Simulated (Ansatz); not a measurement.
Input and output of a relaxation of the atoms for LaH₃ (I4mm, 4 atoms in the cell) (Ansatz, an electronic-structure program).

Computed with LDA (PW92), default PAW files made with PBE (plane waves; Ansatz).

The change in words: one atom moved by 0.15 angstrom; relax: default → atoms; relax.f_tol: default → 0.2 eV/Å. Reference geometry:
```
LaH3
1.0
   -1.86769     1.86769     3.04058
    1.86769    -1.86769     3.04058
    1.86769     1.86769    -3.04058
La H
1 3
Direct
  0.00000   0.00000   0.00000
  0.75000   0.25000   0.50000
  0.25000   0.75000   0.50000
  0.50000   0.50000   0.00000
```

Reference input (self-consistent single point, DFT, LDA (PW92), plane waves, default PAW files made with PBE): basis.ecutwfc = 420 eV; kpoints.mp_grid.grid = 9 9 9; hamiltonian.xc = lda; hamiltonian.pseudopotentials = {kind: paw} (the program's default PAW files); scf.occupations.method = fermi_dirac; scf.occupations.width = 0.02 eV. This run's input differs from it in these lines:

```diff
@@ -7,3 +7,3 @@
   atoms:
-    - { symbol: La, position: [0.000000, 0.000000, 0.000000] }
+    - { symbol: La, position: [0.024666, 0.024666, 0.000000] }
     - { symbol: H, position: [0.750000, 0.250000, 0.500000] }
@@ -20,2 +20,4 @@
   occupations: { method: fermi_dirac, width: 0.02 eV }
+relax:
+  f_tol: 0.2
 output:
```

Output (repeated stretches shortened):

```
   [... SCF lines of the steps left out ...]
relax step   1: F+E_penalty+E_count = -6125.49442542 eV  Δ(F+E_penalty+E_count) = +0.000e0 eV  max|allowed force component| = 4.766e-1 eV/Å  Δτ_max = 0.0000 Å  (6 SCF iters, dr2 threshold 1.00e-4 eV, accepted)
relax step   2: F+E_penalty+E_count = -6125.47054829 eV  Δ(F+E_penalty+E_count) = +2.388e-2 eV  max|allowed force component| = 5.791e-1 eV/Å  Δτ_max = 0.1949 Å  (6 SCF iters, rejected (line search))
relax step   3: F+E_penalty+E_count = -6125.52898968 eV  Δ(F+E_penalty+E_count) = -3.456e-2 eV  max|allowed force component| = 4.222e-2 eV/Å  Δτ_max = 0.0975 Å  (6 SCF iters, accepted)
the relaxation is at rest under the 8 symmetry operations that the run kept from its start: a minimum is not shown …
Free energy (F): -6125.528990 eV
Internal energy: -6125.528987 eV  (E = F + TS)
E sigma→0 (E₀):  -6125.528988 eV
Entropy (-TS):   -0.000003 eV (-0.001 meV/atom)
Fermi energy:    10.088466 eV
--- Forces (eV/Å), atoms counted from 1 ---
  atom   1  La     0.00000000    -0.00000000    -0.04222773
  atom   2  H      0.00000000     0.00000000     0.02284145
  atom   3  H     -0.00000000     0.00000000     0.02284145
  atom   4  H      0.00000000     0.00000000    -0.00346777
--- Stress (GPa, compression-positive) ---
       -2.777261       0.000000      -0.000000
   [... lines left out ...]
  atoms:
    - { symbol: La, position: [0.008637786060908972, 0.008637786060908972, -1.0809144701164772e-84] }
    - { symbol: H, position: [0.7559356877302372, 0.2559356877302371, 0.5000000000000001] }
    - { symbol: H, position: [0.2559356877302371, 0.7559356877302372, 0.5000000000000001] }
    - { symbol: H, position: [0.5041568384786166, 0.5041568384786166, -2.1833611009922465e-84] }
```

The run converged.  The full log also holds: “iter 5 did not close the SCF: its close was put off for the readings that it lacked (scf_convergence_deferred on its scf_iter line)”.

Summary of the result:
| Quantity | Value |
|---|---|
| Free energy E − TS (on the zero of these files) | -6125.5290 eV |
| Gap on the k-point mesh | 0.27 eV |
| Pressure | -3.15 GPa |
| Largest force (vector length) | 0.042 eV/Å |
| Relaxation steps | 3 |

The starting cell comes from a database of computed structures (which also holds hypothetical and non-ambient phases and stackings), without a prior relaxation at this level. Its lattice was rescaled by up to half a per cent. For this run, on top of that: one atom moved by 0.15 angstrom. The relaxation keeps the symmetry of its start, so its end need not be a minimum. Ansatz's pressure includes its estimate of the finite-basis (Pulay) stress.

Keys are those of Ansatz 0.2.
